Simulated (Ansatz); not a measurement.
# A computed series for hypothetical rock salt GaAs: response to strain

Start from GaAs in the rock salt structure (space group Fm-3m, No. 225; a = 5.316 Å; a hypothetical phase, not in the database extracts checked; relaxed with 0.1 eV smearing).

Strains are applied to the cell and any free atomic positions relax.

The values are results of PBE-D3(BJ) (Ansatz, a first-principles code, PAW, no spin-orbit coupling), not measurements.

```tsv
isotropic strain (%)	pressure (GPa)
-3.91	12.6
0	0.0
0.54	-1.2
1.37	?
3.02	-5.7
3.48	-6.4
```

Problem. Fit P = P₀ − Bδ + Cδ² with δ = (1 + ε)³ − 1 to the rows shown and predict the withheld row.

Solution. Least squares on the printed values gives P₀ = 0.1 GPa, B = 84.6 GPa, C = 235 GPa (largest residual 0.1 GPa); this predicts -3.0 GPa, and the run gives -2.9 GPa, in agreement.

Whether these cells are dynamically stable was not tested. The base started in Pnma and relaxed to Fm-3m at this level. The final runs are not spin-polarised.
